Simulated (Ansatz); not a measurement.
Short convergence ladders for Rb (Im-3m, 1 atom in the cell)

```
Rb
1.0
   -2.83347     2.83347     2.83347
    2.83347    -2.83347     2.83347
    2.83347     2.83347    -2.83347
Rb
1
Direct
  0.00000   0.00000   0.00000
```

Base method: LDA (PW92), default PAW files made with PBE (plane waves; Ansatz, a quantum-chemistry and plane-wave program).

Base settings: basis.ecutwfc = 420 eV; kpoints.mp_grid.grid = 8 8 8; hamiltonian.xc = lda; hamiltonian.pseudopotentials = {kind: paw} (the program's default PAW files); scf.occupations.method = fermi_dirac; scf.occupations.width = 0.1 eV.

The count of work is k-points × plane waves × bands × iterations; it is no time. 

**The k-point mesh at a smearing width of 0.02 eV**

In this ladder: scf.occupations.width = 0.02 eV.

Only quantities that move along the ladder and can be compared are tabulated.

| kpoints.mp_grid.grid | free energy less the last step's (meV/atom) | pressure (GPa) | count of work / last |
|---|---|---|---|
| 3 3 3 | -85.27 | -0.52 | 0.016 |
| 4 4 4 | 65.13 | -0.34 | 0.031 |
| 5 5 5 | -0.99 | -0.43 | 0.039 |
| 6 6 6 | 18.36 | -0.40 | 0.062 |
| 8 8 8 | 6.39 | -0.41 | 0.11 |
| 9 9 9 | -2.05 | -0.42 | 0.16 |
| 11 11 11 | -1.65 | -0.43 | 0.22 |
| 16 16 16 | 0.05 | -0.42 | 0.57 |
| 20 20 20 | 0.00 | -0.42 | 1.0 |

Coarsest kpoints.mp_grid.grid that holds the pressure within 0.05 GPa of the last step, with all finer ones: 5 5 5, at 0.039 of the last step's count of work; the step before is off by 0.09 GPa.

Coarsest kpoints.mp_grid.grid that holds the free energy within 5 meV/atom of the last step, with all finer ones: 9 9 9, at 0.16 of the last step's count of work; the step before is off by 6.4 meV/atom.

**The width of Fermi-Dirac smearing**

In this ladder: kpoints.mp_grid.grid = 13 13 13.

Narrow widths need finer meshes than wide ones, so the last steps can hold mesh noise.

Only quantities that move along the ladder and can be compared are tabulated; pressure and forces are left out, as mesh noise rules them at narrow widths.

```csv
scf.occupations.width,free energy less the last step's (meV/atom),energy extrapolated to zero width less the last step's (meV/atom)
1 eV,-1311.69,-140.02
0.5 eV,-355.38,-10.37
0.3 eV,-128.06,-2.00
0.2 eV,-55.59,-0.93
0.1 eV,-11.26,0.01
0.05 eV,0.00,0.00
```

Widest scf.occupations.width that holds the free energy within 5 meV/atom: not settled: the last two steps still differ by 11 meV/atom, over half the tolerance, so the ladder does not show it.

Widest scf.occupations.width that holds the energy extrapolated to zero width within 1 meV/atom of the last step, with all finer ones: 0.2 eV; the step before is off by 2.0 meV/atom.

The extrapolation to zero width removes most of the smearing's effect on the energy.

**The width of cold smearing**

In this ladder: kpoints.mp_grid.grid = 13 13 13; scf.occupations.method = cold.

Narrow widths need finer meshes than wide ones, so the last steps can hold mesh noise.

Only quantities that move along the ladder and can be compared are tabulated; pressure and forces are left out, as mesh noise rules them at narrow widths.

```tsv
scf.occupations.width	free energy less the last step's (meV/atom)
1 eV	-47.51
0.5 eV	-6.70
0.3 eV	-1.55
0.2 eV	-0.76
0.1 eV	-0.21
0.05 eV	0.00
```

Widest scf.occupations.width that holds the free energy within 1 meV/atom of the last step, with all finer ones: 0.2 eV; the step before is off by 1.5 meV/atom.

On the base run: the starting cell has typed, rounded lattice constants, without a prior relaxation at this level. Its lattice was rescaled by up to half a per cent. Ansatz's pressure includes its estimate of the finite-basis (Pulay) stress.

Left out of this page: 4 runs of the series outside the window shown, repeating another row's setting, or not comparable.

Keys are those of Ansatz 0.2.
